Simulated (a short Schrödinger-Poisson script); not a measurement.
Solved with a short Schrödinger-Poisson script written for these runs: 1D Poisson equation in equilibrium, electrons quantum, Hartree (BenDaniel-Duke, 12 states a valley, the channel's in-plane mass for all, wave functions ending at the dielectric), parabolic valleys, classical holes, full ionisation, no traps, pinning or gate leakage.

System: MOS inversion layer, Al2O3 on p-type Si(100), at 400 K.

```
layer  material  thickness (nm)  Na (cm⁻³)
-----  --------  --------------  ---------
1         Al2O3             4.1          -
2            Si             650     4.3e17
```

Constants are typed, rounded textbook-type inputs, not results; the design itself was drawn at random and stands for no fabricated device. Al2O3: permittivity 9, conduction-band edge (eV) 2.7, gap (eV) 6.8, electron mass (mₑ) 0.3. Si: permittivity 11.7, conduction-band edge (eV) 0, gap (eV) 1.124, Nv at 300 K (cm⁻³) 3.1e19.

Channel valleys (confinement mass, in-plane density-of-states mass, number): Δ2 0.916, 0.19, 2; Δ4 0.19, 0.417, 4. At the gate the conduction-band edge of layer 1 lies 3.19 eV − eVg above the Fermi level of the channel; the field vanishes at the back. Gaps are held at their typed values at every temperature. Mesh 0.03 nm at interfaces.

Gate and field steps stay those of the base.

One input was changed, with this effect: sheet density of all electrons at Vg = 0.8 V 1.10e12 → 1.25e12 cm⁻²; lowest subband against the Fermi level at Vg = 1.4 V -3.5 → -10.0 meV; centroid of the channel electrons at Vg = 1.4 V 1.72 → 1.44 nm; gate voltage at 1e11 electrons/cm² little changed (0.58 V).

Problem. Which change was it?
A) substrate doping 4.3e+17 → 1.1e+17 cm^-3
B) temperature 400 → 150 K
C) confinement mass of the first valley 0.916 → 1.8 mₑ

Solution. C, confinement mass of the first valley 0.916 → 1.8 mₑ
